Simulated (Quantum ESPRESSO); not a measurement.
Quantum ESPRESSO 7.5, DFT, PBE, plane waves, SSSP 1.1.2 efficiency PBE: a series of growing systems, each on 24 ranks. The k mesh and basis are held over the series and aren't claimed converged, least of all for the small cells.

```yaml
task: scf
k mesh: gamma
ecutwfc: 45 Ry
ecutrho: 360 Ry
occupations: smearing
smearing: mv
degauss: 0.02 Ry
tprnfor: true
tstress: false
k-point pools (-nk): 1
diagonalization: david (default)
mixing_mode: plain (default)
mixing_beta: 0.7 (default)
mixing_ndim: 8 (default)
```

Hardware: Intel Xeon 6 (Granite Rapids), 96 cores on 1 socket, 2 hardware threads a core, 3 L3 cache groups, 3 NUMA nodes.

Times are wall-clock medians of two to five runs, from launch to exit, with nothing else on the machine. Processes are pinned to neighbouring cores unless said otherwise. Build: conda-forge: Open MPI 5.0, OpenMP, OpenBLAS 0.3.34 (pthreads), FFTW, ScaLAPACK, ELPA. Other compilers and libraries give other times. Scratch files lie in a memory file system.

Measured:

| system | conv_thr | bands | electrons | G-vectors of the density | SCF iterations | wall time | peak memory |
|---|---|---|---|---|---|---|---|
| Cu(111) slab of 2 layers, 2x2, atoms displaced (Cu8), unrelaxed, 8 atoms | 8e-09 Ry | 91 | 152 | 141773 | 40 | 4.64 s | 0.93 GiB |
| Cu(111) slab of 3 layers, 2x2, atoms displaced (Cu12), unrelaxed, 12 atoms | 1.2e-08 Ry | 137 | 228 | 160091 | 36 | 6.45 s | 0.99 GiB |
| Cu(111) slab of 4 layers, 2x2, atoms displaced (Cu16), unrelaxed, 16 atoms | 1.6e-08 Ry | 182 | 304 | 178553 | 45 | 9.67 s | 1.2 GiB |

Still to run:

```csv
system,conv_thr,bands,electrons,G-vectors of the density
"Cu(111) slab of 6 layers, 2x2, atoms displaced (Cu24), unrelaxed, 24 atoms",2.4e-08 Ry,274,456,215333
```

Task: How long do the larger ones take, and how steeply does the time grow?

Result: The two largest measured give a power of ln(9.67/6.45) / ln(16/12) = 1.41 in the count of atoms; the table sets what it predicts beside the runs.

| system | time by that power | SCF iterations | wall time | peak memory |
|---|---|---|---|---|
| Cu(111) slab of 6 layers, 2x2, atoms displaced (Cu24), unrelaxed, 24 atoms | 17 s | 52 | 18.0 s | 1.5 GiB |

From the smallest system to the largest the time grows as the power 1.2 of the count of atoms; from step to step the powers are 0.8, 1.4, 1.5.
